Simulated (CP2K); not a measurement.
Band structure of Mg₅Pt (C2/m, 6 atoms in the cell).

```xyz
6
Lattice="5.5222 0.0000 0.0000 4.5170 3.1767 0.0000 -2.4569 -0.7774 6.9041" Properties=species:S:1:pos:R:3 pbc="T T T"
Mg     1.6724     0.5292     4.8530
Mg     5.9099     1.8701     2.0511
Mg    -1.2285    -0.3887     3.4521
Mg     3.2113     1.0161     0.9992
Mg     4.3710     1.3831     5.9049
Pt     0.0000     0.0000     0.0000
```

Level of theory: PBEsol, GPW, DZVP-MOLOPT-PBE-GTH basis, GTH-PBE potentials (POTENTIAL_UZH) (CP2K).

Settings: CUTOFF = 1000 Ry; REL_CUTOFF = 60 Ry; SMEAR/METHOD = FERMI_DIRAC; ELECTRONIC_TEMPERATURE = 1160.45 K; KPOINTS/SCHEME = MONKHORST-PACK 5 5 3; XC_FUNCTIONAL = PBE:PBESOL; Mg/BASIS_SET = DZVP-MOLOPT-PBE-GTH-q10; Mg/POTENTIAL = GTH-PBE-q10; Pt/BASIS_SET = DZVP-MOLOPT-PBE-GTH-q18; Pt/POTENTIAL = GTH-PBE-q18; METHOD = GPW; EPS_DEFAULT = 1e-10; EXTRAPOLATION = USE_GUESS; NGRIDS = 5.

The starting cell comes from a database of computed structures (which also holds hypothetical and non-ambient phases and stackings), without a prior relaxation at this level. Spin-orbit coupling is off. Spin polarisation is off. Values carry the incompleteness of an atom-centred basis. The potentials were made for another functional than the one used.

Levels in eV from the Fermi level, bands 31 to 36:
```csv
point,31,32,33,34,35,36
Γ,-2.54,-2.41,-1.55,-1.07,-0.14,0.18
Y,-2.52,-2.42,-2.40,-1.58,0.29,3.14
F,-2.53,-2.46,-2.41,-2.20,2.62,2.80
L,-2.57,-2.52,-2.40,-0.76,-0.24,3.81
Z,-2.41,-1.89,-1.31,-0.17,0.61,1.12
```

Bands cross the Fermi level along this path, so the cell is metallic at this level.

Higher empty bands are left out: an atom-centred basis made for the valence describes them poorly.
